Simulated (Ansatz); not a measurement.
The starting structures come from a database of crystals and need not be the phases stable at ambient conditions.

Inside the gap of an insulator the Bloch states are evanescent, with a wavenumber k + iκ along the transport direction.

Given:

```yaml
crystal:
  lattice:
    - [7.37567, 0.00000, 0.00000]
    - [2.23002, 8.43266, 0.00000]
    - [1.19717, -0.31659, 4.01577]
  atoms:
    - { symbol: Rb, position: [0.33302, 0.30051, 0.83349] }
    - { symbol: Rb, position: [0.66698, 0.69949, 0.16651] }
    - { symbol: Sb, position: [0.87356, 0.31314, 0.56322] }
    - { symbol: Sb, position: [0.12644, 0.68686, 0.43678] }
    - { symbol: Sb, position: [0.18918, 0.88859, 0.90541] }
    - { symbol: Sb, position: [0.81082, 0.11141, 0.09459] }
```

Space group of this cell: C2/m. The cell is taken as given.

Transport runs along the normal of the first two printed cell vectors.

The gap is the functional's own, uncorrected, and κ follows it; spin-orbit coupling is left out. Mid-gap values are interpolated between the computed energies.

Question: Predict the band gap and the smallest decay constant κ at mid-gap from r2SCAN (Ansatz, a quantum-chemistry and plane-wave program).

Answer: Gap 0.63 eV on a 8×4×8 mesh; κ = 0.092 1/Å, at (0.000, 0.500) of the in-plane reciprocal vectors. At the zone centre, at the nearest computed energy, the slowest state has κ = 0.16 1/Å.
